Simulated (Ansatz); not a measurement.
Rh: pressure series

The reference is Rh in the fcc (Cu type) structure (space group Fm-3m, No. 225; a = 3.800 Å).

Cell and atoms are relaxed at each pressure.

Level of theory: r2SCAN (Ansatz, a quantum-chemistry and plane-wave program), spin-orbit coupling left out.

```json
[
 {"P (GPa)": "-2.01", "V (Å³/atom)": "13.818"},
 {"P (GPa)": "-1.01", "V (Å³/atom)": "13.768"},
 {"P (GPa)": "3.00", "V (Å³/atom)": "13.577"},
 {"P (GPa)": "6.99", "V (Å³/atom)": "13.401"},
 {"P (GPa)": "15.01", "V (Å³/atom)": "13.086"},
 {"P (GPa)": "29.99", "V (Å³/atom)": "12.595"},
 {"P (GPa)": "49.99", "V (Å³/atom)": "12.071"},
 {"P (GPa)": "74.99", "V (Å³/atom)": "11.552"},
 {"P (GPa)": "99.98", "V (Å³/atom)": "11.132"}
]
```

A third-order Birch–Murnaghan fit to these points gives V₀ = 13.72 Å³/atom, B₀ = 284 GPa and B₀′ = 5.0. At pressure 100 GPa the volume is 81.2 % of V₀.

Measured bulk modulus of Rh: 271 GPa (static lattice; corrected from measurement; as listed in H. Levämäki et al., Physical Review B (2014)); the computed value is 5 % above it.

Load acts through the strain it causes; cell and atoms are relaxed under it. Stability against distortions was not tested. No other phases were tried under pressure. All final runs are without spin polarisation.
